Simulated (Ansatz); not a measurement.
Hypothetical rock salt WGe: biaxial strain +3.56 %, plane normal [111], relaxed out of plane

The reference is WGe in the rock salt structure (space group Fm-3m, No. 225; a = 5.122 Å; a hypothetical phase, not in the database extracts checked). Axes: x, y, z lie along the cube axes.

Modification: tensile biaxial strain of 3.56 % in the plane normal to [111], as in epitaxy on a mismatched substrate; the out-of-plane cell vector and the atoms relax.

Level of theory: r2SCAN (Ansatz, a first-principles code; PAW; 500 eV plane waves; no spin-orbit coupling). Settings: 16×16×16 k-points, 0.05 eV Fermi–Dirac smearing.

| quantity | base | changed | shift |
|---|---|---|---|
| volume per atom | 16.79 Å³ | 16.81 Å³ | +0.02 Å³ |
| space group | Fm-3m (No. 225) | R-3m (No. 166) | – |
| shortest interatomic distance | 2.561 Å | 2.568 Å | +0.007 Å |
| energy relative to the base (free energy F) | 0 meV/atom | +2.2 meV/atom | +2.2 meV/atom |
| pressure (mean of the normal stresses, compression positive) | 0.0 GPa | -0.8 GPa | -0.8 GPa |
| band gap | zero | zero | – |
| out-of-plane strain (rough) | – | -6.66 % | – |
| mean in-plane stress (compression positive) (rough) | – | -1.2 GPa | – |

Cost of the whole job for the changed cell (relaxation, final SCF and bands): about 80 core-seconds (a rough figure).

Without a gap, meshes like the base's 16×16×16 leave anisotropic stresses uncertain by several tenths of a GPa, and small strain energies with them. No phonon test of stability was made. All final runs are without spin polarisation. WGe has a high density of states at the Fermi level and may be magnetic at this level.
